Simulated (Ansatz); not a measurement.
GaAs under load (space group I-4m2), r2SCAN with spin-orbit coupling, rigid bands (Ansatz, a quantum-chemistry and plane-wave program). Condition of this run: uniaxial stress along [001] of -6 GPa (compression positive) (the target of the relaxation). Band gap 0.38 eV, N_c = 1.81e17 cm⁻³ and N_v = 1.95e18 cm⁻³ at 300 K, conductivity masses along x (a = (0.00, 2.78, 3.03) Å; b = (2.78, 0.00, 3.03) Å; c = (2.78, 2.78, 0.00) Å) of 0.0356 mₑ (electrons) and 0.163 mₑ (holes). Take k_BT = 0.02585 eV.

Question: What thermal injection velocity √(2k_BT/πm) limits a ballistic channel along the direction named?

Answer: 2.85e7 cm/s for electrons and 1.33e7 cm/s for holes, a ratio of √(m_h/m_e) = 2.14, for dilute carriers.

Question: Find the intrinsic carrier density and the intrinsic Fermi level.

Answer: n_i = √(N_c N_v) exp(−E_g/2k_BT) = 5.94e17 × exp(−7.35) = 3.8e14 cm⁻³. The level lies (k_BT/2) ln(N_v/N_c) = 31 meV from mid-gap (positive towards the conduction band). Each 0.1 eV added to the gap lowers n_i by a factor of 6.9.

Rigid bands with the computed gap; masses take one relaxation time for all states. Geometry: cell and atoms relaxed with PBEsol.
